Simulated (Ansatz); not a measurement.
We consider BP (model structure, started from the BeO type, P4₂/mnm, No. 136, 8 atoms in the cell), described by LDA (Ansatz, an electronic-structure program, PAW).

Numerical settings: plane-wave cutoff 520 eV, 6×6×10 k mesh (along the axes of the cell as run), Fermi–Dirac smearing 0.01 eV, scalar-relativistic PAW data made under PBE.

The cell is the one relaxed with PBEsol. Conventional cell: a = 5.5322 Å, b = 5.5322 Å, c = 3.1873 Å, α = 90.00°, β = 90.00°, γ = 90.00°.

```
BP
1.0
    5.53223     0.00000     0.00000
    0.00000     5.53223     0.00000
    0.00000     0.00000     3.18735
B P
4 4
Direct
  0.32158   0.67842   0.00000
  0.67842   0.32158   0.00000
  0.82158   0.82158   0.50000
  0.17842   0.17842   0.50000
  0.31930   0.31930   0.00000
  0.68070   0.68070   0.00000
  0.18070   0.81930   0.50000
  0.81930   0.18070   0.50000
```

Question: List the 22 lowest band energies at Γ above −25 eV (eV, relative to the valence band maximum), grouping those that round alike.

Answer: At Γ: -15.57, -12.41 (×2), -12.10, -8.90, -7.45, -6.79 (×2), -5.25, -4.23, -2.15 (×2), -0.74, -0.38, 0.00 (×2), 1.27, 2.08, 2.67 (×2), 4.03 (×2).

Note: the relaxation could raise the start's symmetry but not lower it, so the cell can be a saddle point; cell and atoms aren't relaxed at this level (pressure -3.2 GPa).

A model structure was made by putting elements into a prototype or built by hand; it is no filed structure, need not be a known phase, and can be a saddle point held by its symmetry.
